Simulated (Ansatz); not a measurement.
## BeTe, response to strain

Take BeTe in the zinc blende structure (space group F-43m, No. 216; a = 5.6044 Å) as the base. Axes: x, y, z lie along the cube axes.

Strains are applied to the cell and any free atomic positions relax; under biaxial strain the out-of-plane vector relaxes too; under stress the whole cell relaxes.

Computed with PBEsol (Ansatz, a program for electronic structure; PAW; 420 eV plane waves; no SOC).

Candidates:
(a) biaxial strain +1.02 %, plane normal [001], relaxed out of plane
(b) biaxial strain +4.51 %, plane normal [001], relaxed out of plane
(c) uniaxial stress, 8 GPa tension along z
(d) biaxial strain +0.55 %, plane normal [111], relaxed out of plane

Base values:

Band gap: 1.84 eV

Task: Order them by band gap, lowest first.

Result: (b) biaxial strain +4.51 %, plane normal [001], relaxed out of plane (1.39 eV), (c) uniaxial stress, 8 GPa tension along z (1.49 eV), (a) biaxial strain +1.02 %, plane normal [001], relaxed out of plane (1.72 eV), (d) biaxial strain +0.55 %, plane normal [111], relaxed out of plane (1.81 eV)

Spin-orbit coupling, missing from the scalar runs, can matter with Te. Gaps are read on the SCF mesh and a high-symmetry path. Stability under load was not tested beyond the relaxation.
